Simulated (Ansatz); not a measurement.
The parent structure is HfB2 (space group P6/mmm, No. 191; relaxed with 0.1 eV smearing).

```
HfB2
1.0
    3.14568     0.00000     0.00000
   -1.57284     2.72424     0.00000
    0.00000     0.00000     3.48634
Hf B
1 2
Direct
  0.00000   0.00000   0.00000
  0.66667   0.33333   0.50000
  0.33333   0.66667   0.50000
```

Cartesian axes are those of the cell as printed.

Calculations: PBE (Ansatz, a quantum-chemistry and plane-wave program, PAW, scalar-relativistic without spin-orbit coupling).

One thing is altered: uniaxial strain ε_zz = −3.00 %, all other strain components held at zero; the atoms relax in the strained cell.

**Question.** Predict the stress tensor and what it implies for the stiffness.

**Answer.** Stress of the strained cell less that of the base (GPa, compression positive):
```
    4.1     0.0     0.0
    0.0     4.1     0.0
    0.0     0.0    14.4
```

Then −Δσ_ii/ε with ε = -0.0300 gives secant stiffness values (nonlinear terms included at this strain): C33 ≈ 481 GPa, C13 ≈ 137 GPa and C23 ≈ 137 GPa.

As a check, the harmonic strain energy −½ V₀ Δσ:ε is 13 meV/atom; the computed energy rise is 13 meV/atom.

Stability against distortions was not tested. The final runs are not spin-polarised.
